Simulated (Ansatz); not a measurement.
The reference is SrTiO3 in the cubic perovskite structure (space group Pm-3m, No. 221).

```
CELL_PARAMETERS angstrom
      3.85418     0.00000     0.00000
      0.00000     3.85418     0.00000
      0.00000     0.00000     3.85418
ATOMIC_POSITIONS crystal
  Sr 0.00000 0.00000 0.00000
  Ti 0.50000 0.50000 0.50000
  O  0.50000 0.00000 0.50000
  O  0.00000 0.50000 0.50000
  O  0.50000 0.50000 0.00000
```

Cartesian axes are those of the cell as printed.

Level of theory: LDA (Ansatz, a first-principles code; PAW; 420 eV plane waves; spin-orbit coupling left out).

Now apply this change: an isotropic linear strain of +1.20 %; the atoms relax in the strained cell.

### Question
Predict the stress tensor and what it implies for the stiffness.

### Answer
Stress of the strained cell less that of the base (GPa, compression positive):
```
  -6.68    0.00    0.00
   0.00   -6.68    0.00
   0.00    0.00   -6.68
```

Then B = −ΔP/(ΔV/V₀) with ΔV/V₀ = 0.0364 gives secant stiffness values (nonlinear terms included at this strain): B ≈ 183 GPa.

As a check, the harmonic strain energy −½ V₀ Δσ:ε is 8.6 meV/atom; the computed energy rise is 9.0 meV/atom.

Whether these cells are dynamically stable was not tested. All final runs are without spin polarisation. Many cubic perovskites are stable only at high temperature; tilts and polar distortions were not tested.
